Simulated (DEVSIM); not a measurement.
Structure: illuminated Ge p-on-n cell, one wavelength, at 300 K.

| layer (left to right) | material | thickness (μm) | Nd (cm⁻³) | Na (cm⁻³) | τn (s) | τp (s) | absorption coefficient (cm⁻¹) |
|---|---|---|---|---|---|---|---|
| 1 | Ge | 0.990 | - | 2.6e18 | 2.8e-5 | 3.4e-5 | 400 |
| 2 | Ge | 30.0 | 1.7e16 | - | 0.0001 | 0.0001 | 400 |

Left contact: ohmic, minority electron recombination velocity 4000 cm/s. Right contact: ohmic, minority hole recombination velocity 2000 cm/s. Voltage is applied to the left contact. Recombination: SRH at mid-gap, radiative, Auger. Light enters at the left, 1.4e17 photons cm⁻² s⁻¹, one pass, no reflection. Mobility is constant in doping.

The device is made up for the run: typed textbook-type constants, with dimensions and the other settings drawn at random. Values at 300 K.

```csv
parameter,Ge
gap (eV),0.664
affinity (eV),4
permittivity,16
Nc (cm⁻³),1.04e19
Nv (cm⁻³),6e18
μn (cm²/Vs),3900
μp (cm²/Vs),1900
B (cm³/s),6.4e-14
Cn (cm⁶/s),1e-31
Cp (cm⁶/s),1e-31
```

Simulated with DEVSIM: 1D drift-diffusion, Boltzmann statistics, complete ionisation; no tunnelling, impact ionisation, image-force lowering or self-heating.

The recombination velocity at the right contact was swept, all else fixed.

```json
[
 {"recombination velocity at the right contact (cm/s)": "10", "dark forward voltage at 1 A/cm² (V)": "0.400", "share of generated pairs collected at short circuit": "0.999", "largest power (mW/cm²)": "3.19", "short-circuit current (mA/cm²)": "15.9"},
 {"recombination velocity at the right contact (cm/s)": "100", "dark forward voltage at 1 A/cm² (V)": "0.372", "share of generated pairs collected at short circuit": "0.997", "largest power (mW/cm²)": "2.88", "short-circuit current (mA/cm²)": "15.9"},
 {"recombination velocity at the right contact (cm/s)": "1000", "dark forward voltage at 1 A/cm² (V)": "0.321", "share of generated pairs collected at short circuit": "0.978", "largest power (mW/cm²)": "2.17", "short-circuit current (mA/cm²)": "15.6"},
 {"recombination velocity at the right contact (cm/s)": "2000", "dark forward voltage at 1 A/cm² (V)": "0.305", "share of generated pairs collected at short circuit": "0.959", "largest power (mW/cm²)": "1.91", "short-circuit current (mA/cm²)": "15.3"},
 {"recombination velocity at the right contact (cm/s)": "10000", "dark forward voltage at 1 A/cm² (V)": "0.274", "share of generated pairs collected at short circuit": "0.857", "largest power (mW/cm²)": "1.33", "short-circuit current (mA/cm²)": "13.7"},
 {"recombination velocity at the right contact (cm/s)": "1e5", "dark forward voltage at 1 A/cm² (V)": "0.252", "share of generated pairs collected at short circuit": "0.677", "largest power (mW/cm²)": "0.821", "short-circuit current (mA/cm²)": "10.8"},
 {"recombination velocity at the right contact (cm/s)": "1e6", "dark forward voltage at 1 A/cm² (V)": "0.249", "share of generated pairs collected at short circuit": "0.629", "largest power (mW/cm²)": "0.705", "short-circuit current (mA/cm²)": "10.0"},
 {"recombination velocity at the right contact (cm/s)": "1e7", "dark forward voltage at 1 A/cm² (V)": "0.248", "share of generated pairs collected at short circuit": "0.624", "largest power (mW/cm²)": "0.694", "short-circuit current (mA/cm²)": "9.94"}
]
```

From the first row to the last the dark forward voltage at 1 A/cm² goes from 0.400 to 0.248. From the first row to the last the share of generated pairs collected at short circuit goes from 0.999 to 0.624.
